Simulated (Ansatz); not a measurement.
An Ansatz (a program for electronic structure) input (r2SCAN (Ansatz), no spin-orbit coupling):

Ansatz 0.2 input:
```yaml
crystal:
  lattice:
    - [2.7383469772, 0, 0]
    - [1.3691734886, 2.3714780467, 0]
    - [0, 0, 25.7898294578]
  atoms:
    - { symbol: Os, position: [0.6666666667, 0.6666666667, 0.2908123147] }
    - { symbol: Os, position: [0.3333333333, 0.3333333333, 0.3744873888] }
    - { symbol: Os, position: [0.6666666667, 0.6666666667, 0.4581624629] }
    - { symbol: Os, position: [0.3333333333, 0.3333333333, 0.5418375371] }
    - { symbol: Os, position: [0.6666666667, 0.6666666667, 0.6255126112] }
    - { symbol: Os, position: [0.3333333333, 0.3333333333, 0.7091876853] }
basis: { ecutwfc: 500, ecutrho_ratio: 4, xc_grid: 4, fft_grid_basis: typed }
kpoints: { mp_grid: { grid: [19, 19, 1] } }
hamiltonian:
  xc: r2scan
  dispersion: none
  pseudopotentials: { kind: paw }
scf: { occupations: { method: fermi_dirac, width: 0.05 }, convergence: { dr2_threshold: 0.0000000006 } }
relax: { f_tol: 0.01, max_steps: 50 }
output: { forces: true, stress: true }
checkpoint: { write: state.ck, write_every: 1000 }
```

Problem. Which symmetry and how many k-points will the program report, and about how many plane waves at Γ?

Solution. Space group P-3m1 (ITA 164) with 12 operations, k-points 40 of 361, and 4127 plane waves at Γ.

Whether these cells are dynamically stable was not tested. The final runs are not spin-polarised. The cell was made from Os in the hcp (Mg type) structure (space group P6_3/mmc, No. 194) by this change: a free-standing slab of 6 layers (6 atoms, 1 a layer) is cut normal to the z axis, with 15 Å of vacuum and the in-plane cell held at bulk.
